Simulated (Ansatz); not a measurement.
Input for fcc Cu (1 1 1) on alpha quartz (0 0 1) (film strained to the substrate, faces as cut):

Ansatz 0.2 input:
```yaml
crystal:
  lattice:
    - [5.021127, 0.0, 0.015884603]
    - [-2.510564, 4.348424, -0.008328672]
    - [-0.956767911, -1.814530356, 27.466872648]
  atoms:
    - { symbol: Si, position: [0.101100485, 0.483270288, 0.032877162] }
    - { symbol: Si, position: [0.59781154, 0.581903681, 0.171136224] }
    - { symbol: Si, position: [0.570772751, 0.056853307, 0.102833867] }
    - { symbol: O, position: [0.651476691, 0.889379758, 0.145715046] }
    - { symbol: O, position: [0.866599762, 0.2266042, 0.070017928] }
    - { symbol: O, position: [0.488953606, 0.302221303, 0.129345859] }
    - { symbol: O, position: [0.269125955, 0.806219177, 0.069112085] }
    - { symbol: Si, position: [0.103508129, 0.569545839, 0.238509546] }
    - { symbol: Si, position: [0.673501022, 0.66902058, 0.373109534] }
    - { symbol: Si, position: [0.609147933, 0.120944588, 0.305949969] }
    - { symbol: O, position: [0.337350128, 0.486752746, 0.210841252] }
    - { symbol: O, position: [0.729012835, 0.976776197, 0.347398848] }
    - { symbol: O, position: [0.861938534, 0.265147915, 0.265041852] }
    - { symbol: O, position: [0.923256104, 0.659485133, 0.198080148] }
    - { symbol: O, position: [0.55403491, 0.384708417, 0.332070297] }
    - { symbol: O, position: [0.285457898, 0.856152741, 0.279069536] }
    - { symbol: Si, position: [0.183306525, 0.661535508, 0.440683691] }
    - { symbol: Si, position: [0.717703357, 0.731823565, 0.581048998] }
    - { symbol: Si, position: [0.69627577, 0.196910497, 0.50911339] }
    - { symbol: O, position: [0.419789127, 0.5797795, 0.413937262] }
    - { symbol: O, position: [0.81649629, 0.022092694, 0.54458962] }
    - { symbol: O, position: [0.948202552, 0.360984707, 0.46844787] }
    - { symbol: O, position: [-0.001501202, 0.744892131, 0.400228688] }
    - { symbol: O, position: [0.649940806, 0.448517889, 0.540547167] }
    - { symbol: O, position: [0.368489298, 0.953473477, 0.480201141] }
    - { symbol: Cu, position: [0.423468823, 0.610702756, 0.648645644] }
    - { symbol: Cu, position: [0.938032351, 0.617013732, 0.649351064] }
    - { symbol: Cu, position: [0.437134013, 0.118577304, 0.652021915] }
    - { symbol: Cu, position: [0.934716248, 0.116121215, 0.651754077] }
    - { symbol: Cu, position: [0.799264657, 0.312824998, 0.727854935] }
    - { symbol: Cu, position: [0.297488579, 0.31268105, 0.727207896] }
    - { symbol: Cu, position: [0.795506534, 0.809347672, 0.727555863] }
    - { symbol: Cu, position: [0.297094972, 0.810142176, 0.726635497] }
    - { symbol: Cu, position: [0.156197404, 0.007820087, 0.80431402] }
    - { symbol: Cu, position: [0.65641167, 0.007184958, 0.8054802] }
    - { symbol: Cu, position: [0.157633583, 0.507998847, 0.805078831] }
    - { symbol: Cu, position: [0.65530975, 0.507056055, 0.80489218] }
    - { symbol: Cu, position: [0.511942089, 0.702597956, 0.883692682] }
    - { symbol: Cu, position: [0.010417239, 0.705709576, 0.88098689] }
    - { symbol: Cu, position: [0.508323528, 0.205032524, 0.882528921] }
    - { symbol: Cu, position: [0.014556316, 0.207725717, 0.883153982] }
    - { symbol: Cu, position: [0.854657171, 0.409040652, 0.957507734] }
    - { symbol: Cu, position: [0.368426902, 0.410665442, 0.967221617] }
    - { symbol: Cu, position: [0.866671721, 0.912166879, 0.959058124] }
    - { symbol: Cu, position: [0.36175768, 0.904731311, 0.957459749] }
basis:
  ecutwfc: 420
  ecutrho_ratio: 4
  xc_grid: 2
kpoints:
  mp_grid: { grid: [6, 6, 1] }
hamiltonian:
  xc: pbe
  dispersion: none
  pseudopotentials: { kind: paw }
scf:
  n_extra_bands: 62
  occupations: { method: fermi_dirac, width: 0.05 }
output:
  forces: true
  stress: true
  eigenstates:
    kpoints:
      - [0, 0, 0]
      - [0.5, 0, 0]
      - [0, 0.5, 0]
      - [0.5, 0.5, 0]
    e_range: [-3.5, 3.5]
    localisation: true
relax:
  f_tol: 0.04
  max_steps: 70
  cell: { fix: [a, b, gamma], stress_tol: 0.3 }
```

Computed with PBE (plane waves to 420 eV, PAW; Ansatz, an electronic-structure program). Spin–orbit coupling is left out; the runs are not spin-polarised. Its k-point mesh 6×6×1, Fermi–Dirac width 0.05 eV.

**Question.** What does the end of the output print (band table and long remarks left out, numbers rounded to eight decimals)?

**Answer.** 
```
SCF converged after 6 iterations
Free energy (F): -147327.592876 eV
Harris-Foulkes:  -147327.592876 eV  (|F-HF|=3.46e-9)
Internal energy: -147327.517323 eV  (E = F + TS)
E sigma→0 (E₀):  -147327.555099 eV
Entropy (-TS):   -0.075553 eV (-1.679 meV/atom)
Fermi energy:    9.647058 eV
--- Per-component energies (eV) ---
  E_band       = -9967.381888
  E_kinetic    = 9249.153279
  E_local      = -679395.519097  (includes V_loc(G=0)·N_el)
  E_nonlocal   = 8774.739565
  E_hartree    = 332647.175788
  E_xc         = -3476.995129
  E_vxc        = -4250.382210  (∫ρ·V_xc dr)
  E_paw        = -40412.650186  (= ΣΔE_a)
  E_vpaw       = -9639.858351  (= ΣTr[D̂ρ^β])
  E_aug_tail   = 0.046700  (compensation charges beyond the density's cutoff)
  E_ewald      = 225286.531757
  E_smearing   = -0.075553  (= −TS)
  E_closure    = 0.000000  (closes the sum)
  Σ components = -147327.592876   (vs F -147327.592876, Δ=0.00e0)
--- Forces (eV/Å), atoms counted from 1 ---
  atom   1  Si    -0.00654149    -0.00134224    -0.01880675
  atom   2  Si     0.00169562     0.00270350     0.00627608
  atom   3  Si    -0.01318628     0.00411167     0.00746412
  atom   4  O      0.01232206     0.00498405     0.00054351
  atom   5  O     -0.00204054    -0.01990403    -0.00114187
  atom   6  O     -0.00355534    -0.00004403     0.00022162
  atom   7  O      0.01215762     0.01005196     0.01236186
  atom   8  Si     0.00481221    -0.00338192     0.00711793
  atom   9  Si    -0.00480756    -0.00101579    -0.00056053
  atom  10  Si    -0.00263620     0.00384249     0.00321214
  atom  11  O     -0.00233116     0.00173308    -0.00868141
  atom  12  O     -0.00330908    -0.00628166    -0.00437624
  atom  13  O      0.00347419    -0.00114013    -0.00323107
  atom  14  O     -0.00650234    -0.00349323     0.00076642
  atom  15  O      0.00563164    -0.00225989     0.00124061
  atom  16  O     -0.00073242     0.00405508    -0.00160377
  atom  17  Si    -0.00475914    -0.00355591     0.00230524
  atom  18  Si    -0.00390242     0.02010679     0.01968793
  atom  19  Si     0.00006412     0.01047826     0.01330897
  atom  20  O      0.00700592    -0.00213190     0.00060051
  atom  21  O     -0.00545927    -0.02292921     0.00168277
  atom  22  O     -0.00379753    -0.00083000    -0.00550805
  atom  23  O      0.00412046     0.00683067    -0.00086767
  atom  24  O      0.00720187    -0.01253912     0.00101286
  atom  25  O     -0.00312624     0.00398825    -0.00199319
  atom  26  Cu     0.01967573    -0.00321230    -0.01492509
  atom  27  Cu    -0.01570272    -0.00338198    -0.01552061
  atom  28  Cu     0.00062865     0.01124251     0.00447842
  atom  29  Cu     0.00009961    -0.00150439    -0.00835101
  atom  30  Cu     0.00222337     0.00075470     0.00079365
  atom  31  Cu    -0.00190414    -0.00096295     0.00373715
  atom  32  Cu     0.00153844     0.00041035     0.00015372
  atom  33  Cu    -0.00201837    -0.00214874     0.00878601
  atom  34  Cu    -0.00218323    -0.00100071    -0.00410220
  atom  35  Cu     0.00170324    -0.00245496    -0.00362033
  atom  36  Cu     0.00073084    -0.00019183    -0.00171194
  atom  37  Cu    -0.00104392     0.00375702    -0.00472314
  atom  38  Cu    -0.00125845    -0.00030340    -0.00845187
  atom  39  Cu     0.00073564     0.00126911    -0.01113345
  atom  40  Cu    -0.00105216     0.00203260    -0.01193502
  atom  41  Cu    -0.00066530     0.00078606    -0.00889609
  atom  42  Cu     0.00824089    -0.00011592     0.01778098
  atom  43  Cu    -0.00132973     0.00331830    -0.00094630
  atom  44  Cu    -0.00295138     0.00356208     0.01652858
  atom  45  Cu     0.00273357    -0.00389112     0.01104812
  max |Σ_I F_I| component: 2.16e-5 eV/Å
--- Stress (GPa, compression-positive) ---
        2.160545       0.026177       0.083865
        0.026176       1.981360       0.059414
        0.083863       0.059420       0.004425
  P = ⅓ Tr σ = 1.3821 GPa (13.821 kbar)
--- Relaxed structure (8 steps of the walk, 8 accepted, 1 SCFs on fresh bases) ---
  F+E_penalty+E_count = -147327.59287585 eV   max|allowed force component| = 2.293e-2 eV/Å   (the final SCF, on the basis selected at the relaxed cell)
  cell:  # Å, volume = 596.5701 Å³
    - [5.02037935, -0.00039539, 0.08808922]
    - [-2.51069123, 4.34835671, 0.00395894]
    - [-0.56098367, -1.50866864, 27.30223319]
  atoms:
    - { symbol: Si, position: [0.11448612, 0.49585000, 0.03241278] }
    - { symbol: Si, position: [0.64252790, 0.56259313, 0.17112408] }
    - { symbol: Si, position: [0.61049970, 0.03813019, 0.10360620] }
    - { symbol: O, position: [0.69984490, 0.87295108, 0.14550608] }
    - { symbol: O, position: [0.90401101, 0.21153535, 0.06827028] }
    - { symbol: O, position: [0.52970542, 0.28528894, 0.12944984] }
    - { symbol: O, position: [0.30738622, 0.78814530, 0.07185045] }
    - { symbol: Si, position: [0.12967699, 0.53419189, 0.23830416] }
    - { symbol: Si, position: [0.67185193, 0.61789655, 0.37276878] }
    - { symbol: Si, position: [0.61651210, 0.07655719, 0.30555490] }
    - { symbol: O, position: [0.38089186, 0.46417597, 0.21248223] }
    - { symbol: O, position: [0.73141660, 0.92939478, 0.34707422] }
    - { symbol: O, position: [0.87810371, 0.22390120, 0.26419885] }
    - { symbol: O, position: [0.96442501, 0.63170107, 0.19692645] }
    - { symbol: O, position: [0.55799461, 0.33946384, 0.33124292] }
    - { symbol: O, position: [0.29516203, 0.81331390, 0.27971722] }
    - { symbol: Si, position: [0.15803561, 0.58829706, 0.44005663] }
    - { symbol: Si, position: [0.69224774, 0.65513552, 0.57867095] }
    - { symbol: Si, position: [0.65141262, 0.11645123, 0.50752438] }
    - { symbol: O, position: [0.40912954, 0.51955275, 0.41393050] }
    - { symbol: O, position: [0.77117243, -0.05209225, 0.54426815] }
    - { symbol: O, position: [0.90744706, 0.27763957, 0.46584806] }
    - { symbol: O, position: [-0.00757942, 0.68662720, 0.39891196] }
    - { symbol: O, position: [0.59833503, 0.37060363, 0.53787651] }
    - { symbol: O, position: [0.32414840, 0.86598125, 0.48167501] }
    - { symbol: Cu, position: [0.45000406, 0.68436310, 0.64963161] }
    - { symbol: Cu, position: [0.96127811, 0.69048695, 0.64919954] }
    - { symbol: Cu, position: [0.45606580, 0.19086715, 0.65044448] }
    - { symbol: Cu, position: [0.95561527, 0.18806887, 0.65183348] }
    - { symbol: Cu, position: [0.80057663, 0.37741161, 0.72805399] }
    - { symbol: Cu, position: [0.30200632, 0.37709547, 0.72862320] }
    - { symbol: Cu, position: [0.80051199, 0.87549520, 0.72918483] }
    - { symbol: Cu, position: [0.30177734, 0.87762436, 0.72687220] }
    - { symbol: Cu, position: [0.14801187, 0.06596847, 0.80568701] }
    - { symbol: Cu, position: [0.64528662, 0.06594640, 0.80571451] }
    - { symbol: Cu, position: [0.14723080, 0.56697368, 0.80500199] }
    - { symbol: Cu, position: [0.64589935, 0.56439701, 0.80632934] }
    - { symbol: Cu, position: [0.49078947, 0.75411710, 0.88323745] }
    - { symbol: Cu, position: [-0.00761500, 0.75454774, 0.88252737] }
    - { symbol: Cu, position: [0.49145475, 0.25402366, 0.88453164] }
    - { symbol: Cu, position: [-0.00723332, 0.25626821, 0.88230359] }
    - { symbol: Cu, position: [0.83487271, 0.44746976, 0.96130451] }
    - { symbol: Cu, position: [0.34011249, 0.44160946, 0.96246922] }
    - { symbol: Cu, position: [0.83698438, 0.94359625, 0.95943406] }
    - { symbol: Cu, position: [0.33428730, 0.94051995, 0.96067317] }
```

Cost: around 50 core-minutes (rough).
